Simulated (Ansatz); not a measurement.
Worked example: self-consistent single point of KHgF3 (Cmm2, 5 atoms in the cell) in Ansatz (a first-principles code).

Method of the run: LDA (PW92), default PAW files made with PBE (plane waves; Ansatz).

```yaml
crystal:
  lattice:
    - [3.19236, -3.19847, 0.00000]
    - [3.19236, 3.19847, 0.00000]
    - [0.00000, 0.00000, 4.51082]
  atoms:
    - { symbol: K, position: [0.00000, 0.00000, 0.51108] }
    - { symbol: Hg, position: [0.50000, 0.50000, 0.00000] }
    - { symbol: F, position: [0.00000, 0.50000, 0.00000] }
    - { symbol: F, position: [0.50000, 0.00000, 0.00000] }
    - { symbol: F, position: [0.50000, 0.50000, 0.50000] }
```

Reference input (self-consistent single point, DFT, LDA (PW92), plane waves, default PAW files made with PBE): basis.ecutwfc = 420 eV; kpoints.mp_grid.grid = 6 6 6; hamiltonian.xc = lda; hamiltonian.pseudopotentials = {kind: paw} (the program's default PAW files); scf.occupations.method = fixed. This run's input differs from it in these lines:

Ansatz 0.2 input:
```diff
@@ -15,3 +15,4 @@
   mp_grid:
-    grid: [6, 6, 6]
+    grid: [9, 9, 9]
+    shift: [0.5, 0.5, 0.5]
 hamiltonian:
```

Log, with long lists cut:

```
SCF iter   1: F=—  HF=-17401.091836 eV  |F-HF|=—  |Δ(HF+E_count)|=         —  Δρ=1.76e-2  dr2=2.10e-1  ethr=1.77e-3  ⟨swp⟩=5.0  Hψ=13261  notcnv=0  defer=342
all-band conjugate gradients solve this SCF's bands
preconditioner: auto → Resta (q_TF=auto, 2.464 Å⁻¹)
SCF iter   2: F=—  HF=-17401.037876 eV  |F-HF|=—  |Δ(HF+E_count)|=   5.40e-2  Δρ=5.49e-3  dr2=1.09e-2  ethr=4.20e-4  ⟨swp⟩=2.3  Hψ=7499  notcnv=0  defer=359
   [... lines left out ...]
SCF iter   5: F=—  HF=-17401.034212 eV  |F-HF|=—  |Δ(HF+E_count)|=   2.88e-5  Δρ=1.02e-4  dr2=1.19e-5  ethr=4.21e-7  ⟨swp⟩=2.9  Hψ=6420  notcnv=0  defer=128
SCF iter   6: F=—  HF=-17401.034222 eV  |F-HF|=—  |Δ(HF+E_count)|=   9.69e-6  Δρ=8.96e-5  dr2=5.22e-6  ethr=2.37e-8  ⟨swp⟩=2.0  Hψ=6019  notcnv=0  defer=126
SCF iter   7: F=—  HF=-17401.034221 eV  |F-HF|=—  |Δ(HF+E_count)|=   1.06e-6  Δρ=2.48e-5  dr2=5.16e-7  ethr=1.04e-8  ⟨swp⟩=2.0  Hψ=6048  notcnv=0  defer=126
SCF iter   8: F=-17401.034221 eV  HF=-17401.034221 eV  |F-HF|=1.42e-8  |Δ(HF+E_count)|=   9.14e-8  Δρ=5.84e-6  dr2=5.12e-8  ethr=2.00e-10  ⟨swp⟩=9.2  Hψ=17012  notcnv=0
SCF 1 converged in 8 iterations: F = -17401.034221 eV  dr2 = 5.12e-8
Free energy (F): -17401.034221 eV
Internal energy: -17401.034221 eV  (E = F + TS)
E sigma→0 (E₀):  -17401.034221 eV
Fermi energy:    4.223441 eV
--- Forces (eV/Å), atoms counted from 1 ---
  atom   1  K      0.00000000     0.00000000     0.01410221
  atom   2  Hg     0.00000000     0.00000000     0.02991787
  atom   3  F     -0.00000000     0.00000000    -0.02616717
  atom   4  F     -0.00000000     0.00000000    -0.02616717
  atom   5  F      0.00000000     0.00000000     0.00829959
--- Stress (GPa, compression-positive) ---
       -3.245754       0.000000      -0.000000
        0.000000      -3.271208       0.000000
       -0.000000       0.000000      -3.158689
  P = ⅓ Tr σ = -3.2252 GPa (-32.252 kbar)
  The stress holds the Pulay correction. Without it, at fixed plane waves, as pw.x and ABINIT print it: P = -3.8115 GPa
```

The run converged in 8 iterations. Against the reference run the free energy is nearly the same (within 1 meV/atom), the pressure stays at -3.23 GPa, the largest force stays at 0.030 eV/Å and the gap on the mesh goes from 0.292 to 0.483 eV.

The starting cell comes from a database of computed structures (which also holds hypothetical and non-ambient phases and stackings), without a prior relaxation at this level. Its lattice was rescaled by up to half a per cent. One atom was moved a little off its site on purpose. Spin-orbit coupling is off. Ansatz's pressure includes its estimate of the finite-basis (Pulay) stress. Without the estimate this run gives -3.81 GPa. Another mesh or the band path of this cell gives a smaller gap, so this value is not converged in the mesh.
